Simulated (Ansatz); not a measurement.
A calculation on ZrB (Fm-3m, No. 225, 2 atoms in the cell; start COD 9008776) returned lattice constant a 4.912 Å, bulk modulus 163 GPa, cohesive energy 6.38 eV/atom.

### Question
Which level of theory produced these numbers?
A) PBE (Ansatz (a quantum-chemistry and plane-wave program))
B) r²SCAN (Ansatz)
C) LDA (Ansatz)
D) PBEsol (Ansatz)

### Answer
B, r²SCAN (Ansatz)

The others give: PBEsol 4.862 Å, 170 GPa, 7.14 eV/atom; LDA 4.831 Å, 177 GPa, 7.66 eV/atom; PBE 4.904 Å, 160 GPa, 6.61 eV/atom.

Unless a cell is named, each level is at its own relaxed cell (LDA 14.09, PBE 14.74, PBEsol 14.37, r²SCAN 14.81 Å³/atom).

Caveats: the bulk modulus is −V dP/dV from two relaxed cells at ±2 % in volume (PBEsol, LDA, PBE, r²SCAN); the relaxation could not lower the start's symmetry, so the cell can be a saddle point above a distorted one (PBEsol, LDA, PBE, r²SCAN). Ansatz's density-functional and Hartree–Fock values are scalar-relativistic unless marked +SOC, with PAW data made under PBE.
